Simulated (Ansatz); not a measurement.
## Hypothetical P4_2/mnm AlN: pressure series

The reference is AlN (space group P4_2/mnm, No. 136; a hypothetical phase, not in the database extracts checked).

```
CELL_PARAMETERS angstrom
      5.29426     0.00000     0.00000
      0.00000     5.29426     0.00000
      0.00000     0.00000     3.10896
ATOMIC_POSITIONS crystal
  Al 0.32285 0.67715 0.00000
  Al 0.67715 0.32285 0.00000
  Al 0.82285 0.82285 0.50000
  Al 0.17715 0.17715 0.50000
  N  0.31530 0.31530 0.00000
  N  0.68470 0.68470 0.00000
  N  0.18470 0.81530 0.50000
  N  0.81530 0.18470 0.50000
```

Cell and atoms are relaxed at each pressure.

The values are results of PBEsol (Ansatz, a first-principles code), no spin-orbit coupling, not measurements.

Notes on the quantities. enthalpy: H = E + PV relative to the base's energy.

| case | band gap | lattice parameter a | smallest direct gap | enthalpy |
|---|---|---|---|---|
| base | 3.75 eV | 529.4 pm | 3.76 eV | – |
| pressure −2 GPa | 3.68 eV | 531.7 pm | 3.69 eV | -0.14 eV/atom |
| pressure −1 GPa | 3.71 eV | 530.6 pm | 3.73 eV | -0.07 eV/atom |
| pressure 0.3 GPa | 3.76 eV | 529.1 pm | 3.77 eV | +0.02 eV/atom |
| pressure 0.7 GPa | 3.77 eV | 528.7 pm | 3.79 eV | +0.05 eV/atom |
| pressure 1.5 GPa | 3.80 eV | 527.8 pm | 3.81 eV | +0.10 eV/atom |
| pressure 3 GPa | 3.85 eV | 526.2 pm | 3.86 eV | +0.20 eV/atom |
| pressure 5 GPa | 3.91 eV | 524.1 pm | 3.92 eV | +0.34 eV/atom |
| pressure 7.5 GPa | 3.98 eV | 521.6 pm | 4.00 eV | +0.50 eV/atom |
| pressure 10 GPa | 4.05 eV | 519.1 pm | 4.07 eV | +0.66 eV/atom |

Load acts through the strain it causes; cell and atoms are relaxed under it. Whether these cells are dynamically stable was not tested. No other phases were tried under pressure.
